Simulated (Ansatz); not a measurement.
## SiH3 on the (111) surface of germanium (2x2 Ge adatom at T4; a constructed slab, bottom: 4 H on 4 bottom sites), one in a cell of 57 Å², started at the site 'top Ge #2'

Calculation: r2SCAN, at the PBE geometry and the start's symmetry (plane waves to 500 eV, PAW; Ansatz, an electronic-structure program).

Model: 41-atom slab, 13.7 Å thick at the start with caps and adatoms under the adsorbate (thin: gaps and levels are the slab's own), 3x3x1 mesh, Fermi-Dirac 0.01 eV, dipole correction, single point; on the structure that PBE left under its start's symmetry; spin-polarised, ending with about 0.8 μB a cell, a value that depends on the mesh; orders that need a larger cell were not tried, no spin-orbit, no U, no dispersion correction. The slab shows no gap over 0.04 eV on its mesh. The program's check for a lower electronic state was not made. At the end it is bonded to Ge. In PBE it is, or lies within 0.03 eV of, the lowest of the starts that converged; the order may differ at this level.

| Item | Result |
|---|---|
| adsorption energy against SiH4(g) − ½ H2(g) at the same level | -0.72 eV |
| work function of the top face | 4.44 eV |
| change of the work function | -0.12 eV |
| change of the step from the bottom to the top vacuum level, against the clean slab | -0.26 eV |
| height of the binding atom over the mean of the host atoms within 0.3 Å of the top one | 0.900 Å |
| nearest host atoms of the binding atom | Ge at 2.40 Å, Ge at 3.95 Å, Ge at 3.95 Å |
| caution | the clean host was not checked against rearrangement in a larger or rattled cell |
| cost | roughly 16 core-minutes |

A negative adsorption energy means that the adsorbate is more stable on the surface than in its reference.
